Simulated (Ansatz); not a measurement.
The reference is CrCuO₂ (space group R-3m, No. 166; ferromagnetic).

```xyz
4
Lattice="1.5064 0.8697 5.7039 -1.5064 0.8697 5.7039 0.0000 -1.7394 5.7039" Properties=species:S:1:pos:R:3 pbc="T T T"
Cu     0.0000     0.0000     0.0000
Cr     0.0000     0.0000     8.5559
O      0.0000     0.0000     1.8556
O      0.0000     0.0000    15.2562
```

All numbers come from PBE, PAW, 420 eV (Ansatz, a first-principles code; no spin-orbit coupling).

For the base:

| Property | Result |
|---|---|
| Smallest direct gap | 1.29 eV |
| Band gap | 1.08 eV |
| Largest site moment | 2.42 μB |
| Gap character | indirect, S₂–F (12 % along) → k = (0.077, 0.385, 0.385) in the run's primitive reciprocal basis |

One thing is altered: an isotropic linear strain of −1.36 %; the atoms relax in the strained cell.

Task: Estimate the effect on the smallest direct gap.

Result: The smallest direct gap increases by 0.05 eV (1.29 eV → 1.34 eV).

Task: What does the calculation give for the band gap after the change?

Result: The band gap stays essentially unchanged (1.08 eV against 1.07 eV).

Task: What happens to the largest site moment?

Result: The largest site moment hardly moves (2.42 μB against 2.39 μB).

Task: What happens to the gap character?

Result: The gap character goes from indirect, S₂–F (12 % along) → k = (0.077, 0.385, 0.385) in the run's primitive reciprocal basis to indirect, S₂–F (13 % along) → L.

Stability against distortions was not tested. No Hubbard U is applied and the magnetic state is the run's own (CrCuO2 ferromagnetic); other magnetic orders, which need larger cells, were not tried and can change the gap. Where the two band edges lie in opposite spin channels, the gap is a spin-flip gap.
